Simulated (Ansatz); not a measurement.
## Ti2Bi2O7 (model structure, started from the pyrochlore type, Fd-3m, No. 227, 22 atoms in the cell)

The numbers are results of PBEsol+SOC (plane waves, PAW; Ansatz, a first-principles code), not measurements.

Settings: plane-wave cutoff 520 eV, 6×6×6 k mesh, Fermi–Dirac smearing 0.01 eV, PAW data made under PBE.

Cell (relaxed with PBEsol):

```yaml
crystal:
  lattice:
    - [0.00000, 5.14551, 5.14551]
    - [5.14551, 0.00000, 5.14551]
    - [5.14551, 5.14551, 0.00000]
  atoms:
    - { symbol: Bi, position: [0.12500, 0.12500, 0.12500] }
    - { symbol: Bi, position: [0.12500, 0.12500, 0.62500] }
    - { symbol: Bi, position: [0.12500, 0.62500, 0.12500] }
    - { symbol: Bi, position: [0.62500, 0.12500, 0.12500] }
    - { symbol: Ti, position: [0.62500, 0.62500, 0.62500] }
    - { symbol: Ti, position: [0.62500, 0.62500, 0.12500] }
    - { symbol: Ti, position: [0.62500, 0.12500, 0.62500] }
    - { symbol: Ti, position: [0.12500, 0.62500, 0.62500] }
    - { symbol: O, position: [0.55118, 0.94882, 0.94882] }
    - { symbol: O, position: [0.94882, 0.55118, 0.55118] }
    - { symbol: O, position: [0.94882, 0.55118, 0.94882] }
    - { symbol: O, position: [0.55118, 0.94882, 0.55118] }
    - { symbol: O, position: [0.94882, 0.94882, 0.55118] }
    - { symbol: O, position: [0.55118, 0.55118, 0.94882] }
    - { symbol: O, position: [0.69882, 0.30118, 0.69882] }
    - { symbol: O, position: [0.30118, 0.69882, 0.30118] }
    - { symbol: O, position: [0.30118, 0.69882, 0.69882] }
    - { symbol: O, position: [0.69882, 0.30118, 0.30118] }
    - { symbol: O, position: [0.30118, 0.30118, 0.69882] }
    - { symbol: O, position: [0.69882, 0.69882, 0.30118] }
    - { symbol: O, position: [0.00000, 0.00000, 0.00000] }
    - { symbol: O, position: [0.25000, 0.25000, 0.25000] }
```

band gap: 2.25 eV (on the SCF k mesh)
direct gap at Γ: 3.04 eV

Note: the relaxation could raise the start's symmetry but not lower it, so the cell can be a saddle point; cell and atoms aren't relaxed at this level (largest force component 0.04 eV/Å, pressure 0.4 GPa).

Computing time: roughly 7 core-minutes.

A model structure was made by putting elements into a prototype or built by hand; it is no filed structure, need not be a known phase, and can be a saddle point held by its symmetry.
